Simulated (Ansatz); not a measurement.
# Converging the k-point mesh: CuAu (P4mm, 2 atoms in the cell)

```
CuAu
1.0
    2.81400     0.00000     0.00000
    0.00000     2.81400     0.00000
    0.00000     0.00000     3.68835
Cu Au
1 1
Cartesian
  0.00000   0.00000   0.05000
  1.40700   1.40700   1.84417
```

Method of the run: PBEsol, default PAW files made with PBE (plane waves; Ansatz, an electronic-structure program).

Base settings: basis.ecutwfc = 30.9 Ry; kpoints.mp_grid.grid = 12 12 9; hamiltonian.xc = pbesol; hamiltonian.pseudopotentials = {kind: paw} (the program's default PAW files); scf.occupations.method = fermi_dirac; scf.occupations.width = 0.0073 Ry.

The second cell is the first with its lattice scaled by 0.98.

Only quantities that move along the ladder and can be compared are tabulated.

The count of work is k-points × plane waves × bands × iterations; it is no time. 

The starting cell has typed, rounded lattice constants, without a prior relaxation at this level. Its lattice was rescaled by up to half a per cent. One atom was moved a little off its site on purpose. Spin polarisation is off. In the base run, with a pressure of about -4 GPa the cell is away from its equilibrium volume at this level. Ansatz's pressure includes its estimate of the finite-basis (Pulay) stress.

| kpoints.mp_grid.grid | free energy less the last step's (meV/atom) | energy of the compressed cell less the first (meV/atom) | pressure (GPa) | largest difference of a force vector from the last step's (eV/Å) | count of work / last |
|---|---|---|---|---|---|
| 2 2 2 | 1001.05 | 57.79 | 4.88 | 0.035 | 0.0019 |
| 3 3 2 | -207.98 | -7.56 | -6.38 | 0.012 | 0.0016 |
| 3 3 3 | -138.90 | 6.76 | -3.88 | 0.008 | 0.0016 |
| 4 4 3 | 93.76 | 10.42 | -3.16 | 0.005 | 0.0033 |
| 5 5 4 | -49.05 | 2.91 | -4.51 | 0.008 | 0.0065 |
| 6 6 4 | 19.63 | 6.85 | -3.72 | 0.007 | 0.0095 |
| 6 6 5 | 18.88 | 5.64 | -3.91 | 0.002 | 0.0095 |
| 7 7 5 | -13.65 | 3.94 | -4.27 | 0.001 | 0.0082 |
| 7 7 6 | -14.06 | 5.28 | -4.05 | 0.006 | 0.011 |
| 8 8 6 | 6.13 | 7.04 | -3.69 | 0.001 | 0.019 |
| 9 9 7 | -6.23 | 4.50 | -4.19 | 0.001 | 0.019 |
| 10 10 8 | 2.15 | 5.64 | -3.93 | 0.002 | 0.033 |
| 11 11 9 | -1.30 | 4.55 | -4.14 | 0.002 | 0.033 |
| 12 12 9 | 0.68 | 5.30 | -4.00 | 0.001 | 0.044 |
| 12 12 10 | 0.27 | 5.43 | -3.99 | 0.000 | 0.053 |
| 14 14 11 | -0.32 | 5.64 | -3.96 | 0.001 | 0.069 |
| 15 15 12 | 0.23 | 4.87 | -4.09 | 0.000 | 0.080 |
| 17 17 13 | 0.49 | 5.15 | -4.03 | 0.000 | 0.10 |
| 18 18 14 | -0.21 | 5.39 | -4.00 | 0.000 | 0.14 |
| 20 20 16 | -0.17 | 5.36 | -4.00 | 0.000 | 0.19 |
| 23 23 17 | 0.03 | 5.19 | -4.03 | 0.000 | 0.22 |
| 25 25 19 | -0.01 | 5.24 | -4.02 | 0.000 | 0.29 |
| 28 28 21 | 0.02 | 5.24 | -4.02 | 0.000 | 0.42 |
| 31 31 24 | -0.02 | 5.25 | -4.02 | 0.000 | 0.56 |
| 34 34 26 | 0.01 | 5.24 | -4.02 | 0.000 | 0.76 |
| 38 38 29 | 0.00 | 5.24 | -4.02 | 0.000 | 1.0 |

Coarsest kpoints.mp_grid.grid that holds the energy of the compressed cell less the first within 1 meV/atom of the last step, with all finer ones: 9 9 7, at 0.019 of the last step's count of work; the step before is off by 1.8 meV/atom.

Coarsest kpoints.mp_grid.grid that holds the pressure within 0.1 GPa of the last step, with all finer ones: 12 12 9, at 0.044 of the last step's count of work; the step before is off by 0.12 GPa.

Coarsest kpoints.mp_grid.grid that holds the forces within 0.02 eV/Å of the last step, with all finer ones: 3 3 2, at 0.0016 of the last step's count of work; the step before is off by 0.035 eV/Å.

The energy difference between the two cells stays within 1 meV/atom of the last step's from 9 9 7 on, the total only from 12 12 9 on: much of the error is common to both cells and cancels.

Two neighbours can agree and both be off: 6 6 4 and 6 6 5 differ by 0.75 meV/atom in the free energy, yet lie about 19 meV/atom from the last step.

Keys are those of Ansatz 0.2.
